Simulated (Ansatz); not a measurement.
Take Sn in the diamond structure (space group Fd-3m, No. 227; a = 6.656 Å; relaxed with 0.1 eV smearing) as the base. Axes: x, y, z lie along the cube axes.

Level of theory: DFT with PBE, PAW potentials and a 420 eV plane-wave cutoff in Ansatz (a quantum-chemistry and plane-wave program), no SOC.

Base values:

The pressure is 0.0 GPa.

Perturbation: tensile biaxial strain of 0.50 % in the plane normal to [001], as in epitaxy on a mismatched substrate; the out-of-plane cell vector and the atoms relax.

Q: What happens to the pressure and out-of-plane strain?

A: The pressure (mean of the normal stresses, compression positive) goes from zero to -0.2 GPa; the out-of-plane strain is -0.48 %.

Whether these cells are dynamically stable was not tested.
